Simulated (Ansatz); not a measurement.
Base system: KTaO₃ in the cubic perovskite structure (space group Pm-3m, No. 221; a = 3.9901 Å).

The values are results of r2SCAN (Ansatz, an electronic-structure program; PAW; 500 eV plane waves; no SOC), not measurements.

For the base:

```
Item                                Value
-----------------------------  ----------
Width of the top valence band     1.09 eV
Density                        7.01 g/cm³
```

One thing is altered: cell and atoms relaxed at a pressure of 9 GPa.

**Question.** Predict the new mean gap deformation potential ΔEg/Δln V, width of the top valence band and density.

**Answer.** The mean gap deformation potential ΔEg/Δln V amounts to -2.6 eV; the width of the top valence band goes up by 0.02 eV, from 1.09 eV to 1.11 eV; the density goes up by 0.28 g/cm³ to 7.29 g/cm³.

With Ta present, leaving out spin-orbit coupling can change the band edges. Load acts through the strain it causes; cell and atoms are relaxed under it. Whether these cells are dynamically stable was not tested. No other phases were tried under pressure.
